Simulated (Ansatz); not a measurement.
**GeRh (model structure, within 0.1 Å of P4/mmm, No. 123, 8 atoms in the cell): properties by level of theory**

```tsv
level (code)	equilibrium volume per atom (Å³/atom)	formation enthalpy (eV/atom)
PBE (Ansatz)	?	-0.302
PBEsol (Ansatz)	?	?
PBE-D3(BJ) (Ansatz)	?	-0.376
```

Problem. Fill in the missing entries.

Solution. 
- PBE (Ansatz, a program for electronic structure), equilibrium volume per atom (Å³/atom): 14.58
- PBEsol (Ansatz), equilibrium volume per atom (Å³/atom): 13.99
- PBEsol (Ansatz), formation enthalpy (eV/atom): -0.362
- PBE-D3(BJ) (Ansatz), equilibrium volume per atom (Å³/atom): 14.09

Ansatz's density-functional and Hartree–Fock values are scalar-relativistic unless marked +SOC, with PAW data made under PBE.

Static lattice: no zero-point or thermal effects.

A model structure was made by putting elements into a prototype or built by hand; it is no filed structure, need not be a known phase, and can be a saddle point held by its symmetry.
